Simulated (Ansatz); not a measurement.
An Ansatz (a program for electronic structure) run: ZnSiP2 with a change (biaxial strain +1.13 %, plane normal [001], relaxed out of plane); PBEsol (Ansatz), no spin-orbit coupling, earlier PAW set.

Input:

Ansatz 0.2 input:
```yaml
crystal:
  lattice:
    - [5.4133736559, 0, 0]
    - [0, 5.4133736559, 0]
    - [2.7066868279, -2.7066868279, 5.1932818908]
  atoms:
    - { symbol: Zn, position: [0.25, 0.25, 0.5] }
    - { symbol: Zn, position: [0, 0, 0] }
    - { symbol: Si, position: [0.75, 0.75, 0.5] }
    - { symbol: Si, position: [0.5, 0.5, 0] }
    - { symbol: P, position: [0.3894743678, 0.625, 0.75] }
    - { symbol: P, position: [0.8605256322, 0.125, 0.75] }
    - { symbol: P, position: [0.125, 0.3894743678, 0.25] }
    - { symbol: P, position: [0.625, 0.8605256322, 0.25] }
basis: { ecutwfc: 420, ecutrho_ratio: 4, xc_grid: 2, fft_grid_basis: typed }
kpoints: { mp_grid: { grid: [9, 9, 9] } }
hamiltonian:
  xc: pbesol
  dispersion: none
  pseudopotentials: { azcp: { folder: ./paw }, kind: paw }
scf: { occupations: { method: fermi_dirac, width: 0.05 } }
relax: { f_tol: 0.005, max_steps: 50, cell: { stress_tol: 0.01, fix: [a, b, gamma] } }
output: { forces: true, stress: true }
checkpoint: { write: state.ck, write_every: 1000 }
```

Output (explanatory and most iteration lines left out):

```
Relaxation: its limit of steps is 50 (relax.max_steps)
Pseudopotential: Zn, paw, valence charge 12
Pseudopotential: Si, paw, valence charge 4
Pseudopotential: P, paw, valence charge 5
Crystal: 8 atoms, lattice volume = 152.187 Å³
Basis set: ecut = 420 eV, 2961 PW (Γ), exchange–correlation on 80×80×90 points (8 copies of the dense FFT grid, shifted against one another)
Bands: 34, of which v1, the nominal top of the filled ones, is band 26 counted from 1 (25 counted from 0)
Symmetry: 8 space group operations
Space group: I-42d (ITA 122), of the structure as read, at distance tolerance 5.3e-5 Å
k-points: 75 of 729 (time reversal used)
Functional: x = pbesol(κ = 0.804, μ = 0.12345679012345678), c = pbesol(β = 0.046)
SCF iter   1: F=—  HF=-10768.168737 eV  |F-HF|=—  |Δ(HF+E_count)|=         —  Δρ=4.13e-2  dr2=2.35e0  ethr=3.10e-3  ⟨swp⟩=10.5  Hψ=15767  notcnv=0  defer=1
SCF iter   2: F=—  HF=-10767.678212 eV  |F-HF|=—  |Δ(HF+E_count)|=   4.91e-1  Δρ=2.36e-2  dr2=7.05e-1  ethr=3.10e-3  ⟨swp⟩=2.0  Hψ=3551  notcnv=0  defer=178
SCF 1 converged in 8 iterations: F = -10767.499061 eV  dr2 = 3.18e-8
relax step   1: F+E_penalty+E_count = -10767.49906147 eV  Δ(F+E_penalty+E_count) = +0.000e0 eV  max|allowed force component| = 6.288e-2 eV/Å  Δτ_max = 0.0000 Å  P = -1.536 GPa  Ω = 152.187 Å³  fix = [a, b, gamma]  reactions: a -1.944, b -1.944 GPa  (8 SCF iters, dr2 threshold 1.00e-7 eV, accepted)
[... steps on the carried basis left out ...]
relax step   4: F+E_penalty+E_count = -10767.50167957 eV  Δ(F+E_penalty+E_count) = -2.063e-6 eV  max|allowed force component| = 7.381e-4 eV/Å  Δτ_max = 0.0003 Å  P = -1.021 GPa  Ω = 151.363 Å³  energy of the carried Pulay correction = +1.433e-4 eV  fix = [a, b, gamma]  reactions: a -1.534, b -1.534 GPa  (5 SCF iters, dr2 threshold 5.39e-10 eV, accepted)
Crystal: 8 atoms, lattice volume = 151.363 Å³
SCF iter   1: F=—  HF=-10767.501517 eV  |F-HF|=—  |Δ(HF+E_count)|=         —  Δρ=9.86e-6  dr2=4.69e-8  ethr=3.13e-7  ⟨swp⟩=4.4  Hψ=24439  notcnv=0
SCF iter   2: F=—  HF=-10767.501544 eV  |F-HF|=—  |Δ(HF+E_count)|=   2.72e-5  Δρ=1.44e-5  dr2=1.47e-7  ethr=9.02e-11  ⟨swp⟩=4.0  Hψ=6858  notcnv=0
SCF 5 converged in 6 iterations: F = -10767.501544 eV  dr2 = 1.91e-12
SCF converged after 6 iterations
Free energy (F): -10767.501544 eV
Internal energy: -10767.501544 eV  (E = F + TS)
E sigma→0 (E₀):  -10767.501544 eV
Entropy (-TS):   -0.000000 eV (-0.000 meV/atom)
Fermi energy:    7.347523 eV
--- Forces (eV/Å), atoms counted from 1 ---
  atom   1  Zn     0.00000000    -0.00000000     0.00000000
  atom   2  Zn     0.00000000    -0.00000000     0.00000000
  atom   3  Si     0.00000000     0.00000000     0.00000000
  atom   4  Si     0.00000000    -0.00000000     0.00000000
  atom   5  P      0.00071759     0.00000000     0.00000000
  atom   6  P     -0.00071759     0.00000000    -0.00000000
  atom   7  P     -0.00000000     0.00071759    -0.00000000
  atom   8  P     -0.00000000    -0.00071759     0.00000000
--- Stress (GPa, compression-positive) ---
       -1.534285       0.000000      -0.000000
        0.000000      -1.534285       0.000000
       -0.000000       0.000000       0.004226
  P = ⅓ Tr σ = -1.0214 GPa (-10.214 kbar)
--- Relaxed structure (4 steps of the walk, 4 accepted, 1 SCFs on fresh bases) ---
  cell:  # Å, volume = 151.3632 Å³
    - [5.4133736559, 6.273127108263191e-23, 2.605951564848472e-11]
    - [6.273017824584099e-23, 5.4133736559, -2.605951572852621e-11]
    - [2.7066868279251355, -2.7066868279251355, 5.165167503390917]
  atoms:
    - { symbol: Zn, position: [0.25, 0.2500000000000001, 0.5] }
    - { symbol: Zn, position: [-1.0014108035114209e-20, 1.0014108035114168e-20, 1.2876357545522183e-31] }
    - { symbol: Si, position: [0.7500000000000001, 0.7500000000000002, 0.5] }
    - { symbol: Si, position: [0.5000000000000001, 0.5000000000000001, 2.802809158258836e-29] }
    - { symbol: P, position: [0.3903780838021499, 0.6250000000000002, 0.75] }
    - { symbol: P, position: [0.8596219161978501, 0.12500000000000006, 0.75] }
    - { symbol: P, position: [0.12500000000000006, 0.3903780838021498, 0.25] }
    - { symbol: P, position: [0.6250000000000001, 0.8596219161978504, 0.25] }
```

No phonon test of stability was made. The cell was made from ZnSiP2 in the chalcopyrite structure (space group I-42d, No. 122) by this change: biaxial strain +1.13 %, plane normal [001], relaxed out of plane.
